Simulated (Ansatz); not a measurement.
The reference is HgS in the zinc blende structure (space group F-43m, No. 216; a = 5.876 Å). Axes: x, y, z lie along the cube axes.

Level of theory: PBEsol/PAW in Ansatz (an electronic-structure program), no spin-orbit coupling.

Strains are applied to the cell and any free atomic positions relax; under biaxial strain the out-of-plane vector relaxes too.

One change was made to it. Results:

The pressure (mean of the normal stresses, compression positive) goes from zero to -0.6 GPa; the energy grows by 3.5 meV/atom; the volume per atom increases by 0.226 Å³, from 25.36 Å³ to 25.58 Å³.

**Question.** Name the change that was made.
(A) biaxial strain +1.63 %, plane normal [110], relaxed out of plane
(B) biaxial strain +2.34 %, plane normal [001], relaxed out of plane
(C) isotropic strain +4.60 %
(D) isotropic strain +1.43 %

**Answer.** B, biaxial strain +2.34 %, plane normal [001], relaxed out of plane. For comparison, the volume per atom in the other runs: isotropic strain +4.60 % gives 29.02 Å³; isotropic strain +1.43 % gives 26.46 Å³; biaxial strain +1.63 %, plane normal [110], relaxed out of plane gives 25.74 Å³.

A biaxial case was relaxed in a doubled cell and then solved in the primitive one. The mesh was chosen for an insulator and is coarse for the gapless case. No phonon test of stability was made. All final runs are without spin polarisation. Gaps under 0.05 eV, about the width of the smearing, are given as zero.
